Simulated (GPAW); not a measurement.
A self-consistent single point of MoS₂ (P6_3/mmc, 6 atoms in the cell) with GPAW.

Method of the run: PBE+U, GPAW PAW datasets PBE (gpaw-data 1.0.1) (plane waves; GPAW 25.7.0).

```
CELL_PARAMETERS angstrom
      3.21028     0.00000     0.00000
     -1.60514     2.78018     0.00000
      0.00000     0.00000    13.28118
ATOMIC_POSITIONS crystal
  Mo 0.00000 0.00000 0.25000
  Mo 0.00000 0.00000 0.75000
  S  0.33333 0.66667 0.36774
  S  0.66667 0.33333 0.63226
  S  0.66667 0.33333 0.86774
  S  0.33333 0.66667 0.13226
```

Reference input (self-consistent single point, DFT PBE, plane waves, GPAW PAW datasets PBE (gpaw-data 1.0.1)): mode = pw; ecut = 600 eV; xc = PBE; kpts = 6 6 2; mesh shift (steps) = 0 0 0; occupations.name = fixed-uniform; nbands = -6; convergence.forces = 0.001 eV/Å; convergence.bands = -4; symmetry.symmorphic = false; symmetry.tolerance = 0.0005; maxiter = 120. This run's input differs from it in these lines:

```diff
@@ -18,2 +18,3 @@
             xc='PBE',
+            setups={'Mo': ':d,5.0'},
             kpts={'size': (6, 6, 2), 'gamma': True},
```

Log, with long lists cut:

```
     iter     time        total  log10-change:
                         energy   eigst   dens  force
iter:   1 --:--:--   -34.882037   +0.52
iter:   2 --:--:--   -34.023484   -0.39  -1.10
iter:   3 --:--:--   -32.284142   -0.52  -1.16
iter:   4 --:--:--   -32.010713   -0.85  -1.30
iter:   5 --:--:--   -32.343944   -0.69  -1.40
iter:   6 --:--:--   -33.027151   -0.40  -1.50
iter:   7 --:--:--   -33.514953   -0.64  -1.42
iter:   8 --:--:--   -31.809737   -0.64  -1.30
iter:   9 --:--:--   -31.797420   -1.88  -2.11
iter:  10 --:--:--   -31.801831c  -2.81  -2.68
iter:  11 --:--:--   -31.805904c  -3.57  -2.62
   [... lines left out ...]
iter:  27 --:--:--   -31.813506c  -5.80  -3.96
iter:  28 --:--:--   -31.813512c  -6.71  -4.00c
iter:  29 --:--:--   -31.813529c  -6.49  -4.03c
iter:  30 --:--:--   -31.813582c  -5.21  -4.05c
iter:  31 --:--:--   -31.813606c  -5.14  -4.01c
iter:  32 --:--:--   -31.813606c  -6.02  -4.23c
iter:  33 --:--:--   -31.813607c  -6.41  -4.26c
iter:  34 --:--:--   -31.813609c  -6.07  -4.30c
iter:  35 --:--:--   -31.813610c  -6.91  -4.62c
iter:  36 --:--:--   -31.813610c  -7.81c -4.87c
iter:  37 --:--:--   -31.813610c  -7.56c -4.89c -2.80
iter:  38 --:--:--   -31.813610c  -7.57c -5.01c -2.66
iter:  39 --:--:--   -31.813610c  -8.29c -5.17c -4.04c
Converged after 39 iterations.

Dipole moment: (0.000000, 0.000000, 0.000000) |e|*Ang

Energy contributions relative to reference atoms: (reference = -263698.624853)

Kinetic:         -8.282686
Potential:       -5.908220
External:        +0.000000
XC:             -17.498713
Entropy (-ST):   +0.000000
Local:           -0.123991
SIC:             +0.000000
--------------------------
Free energy:    -31.813610
Extrapolated:   -31.813610

Showing only first 2 kpts
 Kpt  Band  Eigenvalues  Occupancy
  0    24      5.50742    2.00000
  0    25      6.28200    2.00000
  0    26      9.04412    0.00000
  0    27      9.04415    0.00000

  1    24      6.07390    2.00000
  1    25      6.07390    2.00000
  1    26      9.06710    0.00000
  1    27      9.06710    0.00000

Fermi level: 6.72265

Gap: 0.881 eV
Transition (v -> c):
   [... lines left out ...]
Direct gap: 0.896 eV
   [... lines left out ...]
  0 Mo   -0.00000    0.00000   -0.00000
  1 Mo    0.00000   -0.00000   -0.00000
  2 S    -0.00000    0.00000   -0.09391
  3 S     0.00000   -0.00000    0.09391
  4 S     0.00000   -0.00000   -0.09391
  5 S    -0.00000    0.00000    0.09391

Stress tensor:
     0.004306     0.000000     0.000000
     0.000000     0.004306     0.000000
     0.000000     0.000000     0.000552
Stress (GPa, Voigt): [0.6899 0.6899 0.0884 0.     0.     0.    ]
```

The run converged in 39 iterations. GPAW prints stress with tension positive. Against the reference run the pressure goes from -1.80 to -0.49 GPa, the largest force goes from 0.195 to 0.094 eV/Å and the gap on the mesh goes from 1.076 to 0.881 eV.

The starting cell comes from a database of computed structures (which also holds hypothetical and non-ambient phases and stackings), without a prior relaxation at this level. Its lattice was rescaled by a random factor within 2.5 % of one. Spin polarisation is off. The U value is a test value, and with U on an open shell several self-consistent states can exist.

Cost on one core of a shared machine: roughly 50 s.
